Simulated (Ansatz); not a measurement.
Consider GaN in the wurtzite structure (space group P6_3mc, No. 186; a = 3.2184 Å, c = 5.2432 Å). Axes: x lies along a and z along c of the hexagonal cell.

Method: Ansatz (an electronic-structure program) PBE, no SOC.

For the base:

The band gap is 1.71 eV and the electron mass is 0.14 mₑ along c, 0.16 mₑ across (at Γ). The shortest interatomic distance comes out as 1.967 Å.

It is then changed as follows: tensile biaxial strain of 3.00 % in the plane normal to [001], as in epitaxy on a mismatched substrate; the out-of-plane cell vector and the atoms relax.

Q: How does this affect the band gap, electron mass and shortest interatomic distance?

A: The band gap falls by 0.37 eV to 1.34 eV; the electron mass changes from 0.14 mₑ along c, 0.16 mₑ across (at Γ) to 0.13 mₑ out of plane, 0.13 mₑ in plane (at Γ); the shortest interatomic distance goes up by 0.014 Å (1.967 Å → 1.981 Å).

Masses are band curvatures over ±0.01 Å⁻¹ around the edge. Whether these cells are dynamically stable was not tested.
